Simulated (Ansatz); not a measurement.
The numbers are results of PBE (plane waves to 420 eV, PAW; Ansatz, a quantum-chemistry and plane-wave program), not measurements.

Planar average of the electrostatic potential across the slab, in eV from the Fermi level, for a constructed model of the (0001) surface of hcp Os, a pseudomorphic layer of Ni in the host's stacking (bottom of the slab: a bare face, its two planes held):

(z (Å), V (eV)): (3.83, 5.38); (4.13, 5.38); (4.42, 5.37); (4.72, 5.37); (5.01, 5.36); (5.31, 5.33); (5.60, 5.28); (5.90, 5.16); (6.19, 4.90); (6.49, 4.35); (6.78, 3.16); (7.08, 0.61); (7.38, -5.41); (7.67, -13.80); (7.96, -19.95); (8.26, -21.08); (8.55, -16.65); (8.85, -8.91); (9.14, -3.02); (9.44, -4.30); (9.73, -11.63); (10.03, -18.90); (10.32, -21.94); (10.62, -19.36); (10.91, -12.39); (11.21, -5.00); (11.50, -3.44); (11.80, -9.23); (12.09, -16.97); (12.39, -21.50); (12.68, -20.52); (12.98, -14.54); (13.27, -6.59); (13.57, -2.46); (13.86, -5.62); (14.16, -13.43); (14.46, -19.93); (14.75, -21.69); (15.04, -17.81); (15.34, -10.25); (15.63, -3.69); (15.93, -3.80); (16.22, -10.50); (16.52, -18.03); (16.81, -21.80); (17.11, -19.97); (17.40, -13.46); (17.70, -5.89); (17.99, -3.57); (18.29, -8.99); (18.58, -16.70); (18.88, -21.34); (19.18, -20.55); (19.47, -14.73); (19.77, -6.69); (20.06, -2.07); (20.36, -5.27); (20.65, -12.25); (20.95, -15.97); (21.24, -13.53); (21.54, -6.34); (21.83, 0.20); (22.12, 2.68); (22.42, 3.73); (22.71, 4.24); (23.01, 4.48); (23.30, 4.59); (23.60, 4.65); (23.89, 4.67); (24.19, 4.69); (24.48, 4.69); (24.78, 4.70); (25.07, 4.70); (25.37, 4.70)

Slab: 7 atoms, 13.2 Å thick at the start; k 16x16x1, smearing 0.1 eV, dipole-corrected; 2 atoms held, the rest relaxed; start symmetry kept, larger cells not searched; spin-polarised, no spin-orbit, no U. The starting moment vanished. It is one candidate, not shown to be the stable structure of the face.

### Question
The surface cell has an area of 6.57 Å². What dipole along the normal does the step between the two vacuum levels imply?

### Answer
the top vacuum level lies 0.68 eV below the bottom one; p = −ε₀ A ΔV (ε₀ = 0.005526 e/(V·Å)) gives 0.02 e·Å a cell.
